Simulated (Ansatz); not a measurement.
**Effective masses and thermopower of Si (R-3m)**

Consider the following.

```yaml
crystal:
  lattice:
    - [-0.04634, 2.71853, 2.71853]
    - [2.71853, -0.04634, 2.71853]
    - [2.71853, 2.71853, -0.04634]
  atoms:
    - { symbol: Si, position: [0.99888, 0.99888, 0.99888] }
    - { symbol: Si, position: [0.25112, 0.25112, 0.25112] }
```

The numbers are results of r2SCAN with spin-orbit coupling, rigid bands (plane waves, PAW; Ansatz, an electronic-structure program), not measurements. Condition of this run: biaxial stress in (111) of -3.6 GPa (compression positive) (the target of the relaxation). Geometry: cell and atoms relaxed with PBEsol, then loaded as said.

```yaml
band_gap: 0.63 eV
electron conductivity mass (300 K, dilute): 0.30 mₑ
hole conductivity mass (300 K, dilute): 0.27 mₑ
effective density of states N_c (300 K): 4.0e19 cm⁻³
effective density of states N_v (300 K): 5.5e18 cm⁻³
density_of_states_mass_electrons: 1.36 mₑ
density_of_states_mass_holes: 0.36 mₑ
Seebeck coefficient, n-type 1e19 cm⁻³, 300 K: -334 μV/K
best n-type power factor at 300 K for τ = 10 fs (best axis; densities from 1e16 to 1e21 cm⁻³ tried, whether or not they can be reached): 21 μW/(cm·K²) at 1e20 cm⁻³
Seebeck coefficient, p-type 1e19 cm⁻³, 300 K: 197 μV/K
best p-type power factor at 300 K for τ = 10 fs (best axis; densities from 1e16 to 1e21 cm⁻³ tried, whether or not they can be reached): 12.5 μW/(cm·K²) at 3e20 cm⁻³
```

Rigid bands; masses and Seebeck coefficients take one relaxation time τ for all states and one kind of carrier; polarons and phonon drag are left out. Geometry: cell and atoms relaxed with PBEsol.
